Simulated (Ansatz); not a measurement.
Hops of point defects in anatase TiO2, each between lowest sites run for its defect: PBE bands (Ansatz, a quantum-chemistry and plane-wave program, plane waves to 420 eV, PAW, climbing-image NEB) beside r2SCAN single points (500 eV) at the PBE geometries. Static nuclei, no finite-size correction. The rows are a random draw from the bands that converged and passed our checks of state and shape. Saddle orders were checked for a part of the study's bands only and are not shown. Charge states are imposed.

| Row | Defect | Route | Hop (Å) | Cell and PBE mesh | r2SCAN k-points | PBE barrier x (eV) | r2SCAN barrier y (eV) |
|---|---|---|---|---|---|---|---|
| 1 | interstitial H, charge +1 | H moves farthest | 2.91 | 108 sites, Γ | same mesh | 1.03 | 1.16 |
| 2 | interstitial O, charge 0 | O moves farthest | 1.88 | 108 sites, Γ | same mesh | 1.10 | 1.24 |
| 3 | interstitial F, charge -1 | F moves farthest | 1.59 | 108 sites, Γ | same mesh | 0.32 | 0.35 |
| 4 | interstitial Na, charge +1 | Na moves farthest | 2.25 | 108 sites, Γ | same mesh | 0.46 | 0.46 |
| 5 | interstitial Na, charge +1 | Na moves farthest | 1.23 | 108 sites, Γ | same mesh | 0.13 | 0.15 |
| 6 | interstitial H, charge +1 | H moves farthest | 1.21 | 108 sites, Γ | same mesh | 0.58 | 0.73 |
| 7 | interstitial Li, charge +1 | Li moves farthest | 3.08 | 108 sites, Γ | same mesh | 0.55 | ? |

Q: Fit a straight line y = a x + b to rows 1 to 6, predict row 7, and compare with the computed value.

A: Means: x̄ = 0.603, ȳ = 0.682 eV. Sums: Sxx = 0.754, Sxy = 0.858 eV². So a = Sxy/Sxx = 1.138 and b = ȳ − a x̄ = -0.004 eV, with a scatter of 0.05 eV about the line. Row 7: 1.138 × 0.55 − 0.004 ≈ 0.62 eV. The computed r2SCAN value is 0.59 eV, -0.03 eV from the line, within the scatter. The line only summarises these rows of one host.
